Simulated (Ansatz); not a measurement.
# PbS: O on a S site

Start from an 8-atom supercell of PbS in the rock salt structure (space group Fm-3m, No. 225; a = 6.0090 Å) at its relaxed geometry.

It is then changed as follows: one S atom is replaced by O, atoms relaxed at fixed cell, starting from a slightly rattled geometry.

Computed with PBE (Ansatz, an electronic-structure program, PAW, scalar-relativistic without spin-orbit coupling), earlier PAW set. Settings: 4×4×4 k-points, 0.01 eV Fermi–Dirac smearing.

The pressure increases by 0.4 GPa to 0.5 GPa and the largest displacement of a host atom from its site in the perfect cell amounts to 0.55 Å. The shift of the substituted atom off its lattice site amounts to 0.84 Å.

Final structure:

```xyz
8
Lattice="-6.0090 0.0000 0.0000 0.0000 0.0000 6.0090 0.0000 6.0090 0.0000" Properties=species:S:1:pos:R:3 pbc="T T T"
O      0.2980    -0.4133     0.6039
S     -2.9101     3.2773    -0.0519
S     -2.8474     0.0570     2.7581
S      0.1057     2.7792     2.7857
Pb    -2.9752     2.9755     2.9431
Pb    -0.0236    -0.0565     2.8292
Pb    -0.0365     3.3803     0.0728
Pb    -3.5104     0.0270     0.0634
```

Cost of the whole job for the changed cell (relaxation, final SCF and bands): roughly 10 core-minutes.

The magnetic state is the one reached from the starting moments; the real material's order can differ, and small cells can't hold many antiferromagnetic ones. In so small a cell the defect repeats every few ångströms: this is an ordered compound, not a dilute defect. Seeded moments were not kept for O on a S site. The defect cell is spin-polarised and ends with 0.0 μB.
